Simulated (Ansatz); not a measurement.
Cost and result by functional for the adsorption energy of CO on the 1x1 (100) surface of monoclinic HfO2 (cut with top plane 2 O), one in a 1x1 cell, started at the site 'bridge O-O (span 5.2 Å)', in Ansatz (plane waves, PAW). Single points on the PBE structure, on one kind of machine; costs are rough ratios of the slab run's core time (references not counted) to the cheapest single point. r2SCAN's cost holds its higher cutoff (500 against 420 eV). Differences are taken against HSE06 for comparison alone: no measured value is at hand, so the table doesn't rank accuracy. HSE06 ran on a coarser k-mesh, which lowers its cost and may carry part of its shift.

Host crystal: monoclinic HfO2, with a band gap (PBE, scalar-relativistic without spin-orbit coupling).

Set-up: 26 atoms, 9.3 Å thick at the start under the adsorbate (thin: gaps and levels are the slab's own); mesh 4x4x1; 0.01 eV smearing; dipole correction on; 12 atoms held, the rest relaxed; no symmetry held; no spin, no spin-orbit, no U, no dispersion correction. At the end it is bonded to Hf. In PBE it is, or lies within 0.03 eV of, the lowest of the starts that converged. These notes are the PBE run's. Adsorption energies are against CO(g). A negative adsorption energy means that the adsorbate is more stable on the surface than in its reference.

```csv
functional,relative cost,adsorption energy (eV),less HSE06 (eV)
RPBE,1,-0.33,0.18
r2SCAN,2,-0.66,-0.14
HSE06,20,-0.52,0.00
PBE (the relaxed run's value),–,-0.54,-0.02
```

The values span 0.33 eV, while the single points' costs differ by a factor of roughly 20. Differences are of unrounded values.

Ansatz is an electronic-structure program.
